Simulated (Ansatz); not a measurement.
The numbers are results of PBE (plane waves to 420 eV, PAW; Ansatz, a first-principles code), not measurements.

Plane-averaged electrostatic potential energy along the normal, in eV from the Fermi level, for the 1x1 (100) surface of fcc Pt (the real clean face reconstructs):

| z (Å) | V (eV) |
|---|---|
| 5.28 | 5.63 |
| 5.56 | 5.63 |
| 5.83 | 5.63 |
| 6.11 | 5.63 |
| 6.39 | 5.62 |
| 6.67 | 5.61 |
| 6.94 | 5.59 |
| 7.22 | 5.55 |
| 7.50 | 5.45 |
| 7.78 | 5.23 |
| 8.06 | 4.74 |
| 8.33 | 3.68 |
| 8.61 | 1.21 |
| 8.89 | -5.02 |
| 9.17 | -13.26 |
| 9.44 | -18.68 |
| 9.72 | -18.79 |
| 10.00 | -13.76 |
| 10.28 | -6.52 |
| 10.56 | -2.91 |
| 10.83 | -7.11 |
| 11.11 | -14.49 |
| 11.39 | -19.27 |
| 11.67 | -19.06 |
| 11.94 | -13.92 |
| 12.22 | -6.53 |
| 12.50 | -2.75 |
| 12.78 | -6.53 |
| 13.06 | -13.92 |
| 13.33 | -19.06 |
| 13.61 | -19.27 |
| 13.89 | -14.49 |
| 14.17 | -7.11 |
| 14.44 | -2.91 |
| 14.72 | -6.52 |
| 15.00 | -13.76 |
| 15.28 | -18.79 |
| 15.56 | -18.68 |
| 15.83 | -13.26 |
| 16.11 | -5.02 |
| 16.39 | 1.21 |
| 16.67 | 3.68 |
| 16.94 | 4.74 |
| 17.22 | 5.23 |
| 17.50 | 5.45 |
| 17.78 | 5.55 |
| 18.06 | 5.59 |
| 18.33 | 5.61 |
| 18.61 | 5.62 |
| 18.89 | 5.63 |
| 19.17 | 5.63 |
| 19.44 | 5.63 |
| 19.72 | 5.63 |

Model: 16-atom slab, 5.8 Å thick at the start (thin: gaps and levels are the slab's own), 5x5x1 mesh, Fermi-Dirac 0.1 eV, dipole correction, 8 atoms held, the rest relaxed; start symmetry kept, larger cells not searched; no spin, no spin-orbit, no U.

The vacuum level lies 5.63 eV above the Fermi level over the top face and 5.63 eV above it under the bottom face.
